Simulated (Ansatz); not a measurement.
Ta3N5 (Cmcm, No. 63)

Calculation: r²SCAN (Ansatz, a first-principles code, PAW).

Run with plane-wave cutoff 500 eV, 12×12×4 k mesh (along the axes of the cell as run), Fermi–Dirac smearing 0.05 eV, scalar-relativistic PAW data made under PBE.

Cell (relaxed at this level):

Space group Cmcm (No. 63); a = 3.8726 Å, b = 10.2606 Å, c = 10.2958 Å, α = 90.00°, β = 90.00°, γ = 90.00°

| atom | site | symmetry | x | y | z |
|---|---|---|---|---|---|
| Ta | 4c | m2m | 0.0000 | 0.1968 | 0.7500 |
| Ta | 8f | m.. | 0.0000 | 0.1333 | 0.0600 |
| N | 8f | m.. | 0.0000 | 0.0470 | 0.6188 |
| N | 8f | m.. | 0.0000 | 0.6921 | 0.0741 |
| N | 4c | m2m | 0.0000 | 0.2370 | 0.2500 |
(The calculation used a cell of 16 atoms; values per cell refer to that cell.)

```
Property                       Result
--------  ---------------------------
band gap  1.63 eV (on the SCF k mesh)
```

Measured, for comparison: band gap 2.18 eV (temperature not stated, no zero-point or thermal correction, indirect, Tauc analysis with phonon absorption and emission, films; as tabulated in Eichhorn et al. (2021), doi:10.1039/d1ta05282a).

Spin–orbit coupling is not included.

The computed numbers hold no vibrational or temperature effects.

It cost very roughly 21 core-minutes of CPU time.
